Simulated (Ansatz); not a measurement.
**Hypothetical P6_422 AgI, response to strain**

Start from AgI (space group P6_422, No. 181; a = 4.5810 Å, c = 10.6865 Å; a hypothetical phase, not in the database extracts checked). Axes: x lies along a and z along c of the hexagonal cell.

Strains are applied to the cell and any free atomic positions relax; under biaxial strain the out-of-plane vector relaxes too.

Calculations: Kohn–Sham DFT with the PBE functional, run in Ansatz (an electronic-structure program) with PAW and 420 eV plane waves, no spin-orbit coupling.

Notes on the quantities. pressure: mean of the normal stresses, compression positive.

```csv
variant,electron mass,band gap,space group,pressure,hole mass
base,"0.14 mₑ along c, 0.15 mₑ across (at Γ)",0.70 eV,P6_422 (No. 181),0.00 GPa,"0.61 mₑ along k, 0.34 mₑ across (at A)"
"biaxial strain −4.41 %, plane normal [001], relaxed out of plane",0.14 mₑ (at Γ),0.67 eV,P6_422 (No. 181),0.84 GPa,"0.60 mₑ along k, 0.30 mₑ across (at A)"
isotropic strain +5.37 %,"0.15 mₑ along c, 0.16 mₑ across (at Γ)",0.77 eV,P6_422 (No. 181),-3.04 GPa,"0.75 mₑ along k, 0.43 mₑ across (at A)"
uniaxial strain ε_xx = −5.15 %,"0.15 mₑ along x, 0.14 mₑ across (at Γ)",0.68 eV,C222 (No. 21),1.68 GPa,"0.33 mₑ along x, 0.30 mₑ along y, 0.58 mₑ along z (at A)"
uniaxial strain ε_yy = +4.05 %,"0.15 mₑ along x, 0.14 mₑ across (at Γ)",0.70 eV,C222 (No. 21),-1.01 GPa,"0.38 mₑ along x, 0.36 mₑ along y, 0.65 mₑ along z (at A)"
```

With I present, leaving out spin-orbit coupling can change the band edges. Masses are band curvatures over ±0.01 Å⁻¹ around the edge. Along k means along the line from Γ to the band edge. Stability against distortions was not tested. The base started in P3_121 and relaxed to P6_422 at this level.
